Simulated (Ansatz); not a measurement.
Results of r²SCAN+rVV10 (PAW; Ansatz, a quantum-chemistry and plane-wave program) for 1T (CdI2-type) MnBr2.

Settings: plane-wave cutoff 560 eV, 12×12×6 k mesh (along the axes of the cell as run), Fermi–Dirac smearing 0.01 eV, spin-polarised start, scalar-relativistic PAW data made under PBE.

Computed at the level's own relaxed cell.

Question: Predict the band gap, direct gap at Γ, lattice parameter a and c axis length.

Answer: 
* **band gap**: 2.51 eV (on the SCF k mesh)
* **direct gap at Γ**: 3.06 eV
* **lattice parameter a**: 3.840 Å
* **c axis length**: 6.244 Å

Note: the magnetic order was assumed, not searched for or taken from measurement.

Spin–orbit coupling is not included.

Computed values are for the static lattice.

Computing time: roughly 6 core-minutes.
